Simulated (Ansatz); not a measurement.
## A computed series for ZnO: pressure series

The parent structure is ZnO in the wurtzite structure (space group P6_3mc, No. 186; a = 3.235 Å, c = 5.211 Å).

Cell and atoms are relaxed at each pressure.

Levels (all Ansatz, a program for electronic structure, PAW): r2SCAN (500 eV, no spin-orbit coupling); HSE06 (420 eV, without spin-orbit coupling).

```
pressure (GPa)  band gap, r2SCAN (eV)  band gap, HSE06 (eV)
--------------  ---------------------  --------------------
-2                               1.22                  2.50
-1                               1.23                  2.52
0                                1.24                  2.53
0.9                              1.25                  2.54
2.1                              1.26                  2.56
4.5                                 ?                     ?
9                                1.32                  2.65
15                               1.36                  2.71
```

**Question.** Fit E_g = E₀ + αP + βP² to the rows shown and predict the withheld row.

**Answer.** Least squares on the printed values gives 

- r2SCAN: E₀ = 1.24 eV, α = 10.0 meV/GPa, β = -0.14 meV/GPa² (largest residual 0.00 eV); this predicts 1.28 eV, and the run gives 1.28 eV, in agreement
- HSE06: E₀ = 2.53 eV, α = 14.6 meV/GPa, β = -0.17 meV/GPa² (largest residual 0.00 eV); this predicts 2.59 eV, and the run gives 2.59 eV, in agreement.

Single points use the geometry relaxed with r2SCAN. Load acts through the strain it causes; cell and atoms are relaxed under it. No phonon test of stability was made. Measured, ZnO leaves this structure (for rock salt) near 9.1 GPa (temperature not stated; as listed in Datta, Sujoy, Jana, Debnarayan, arXiv (2020)), on rising pressure, with hysteresis.
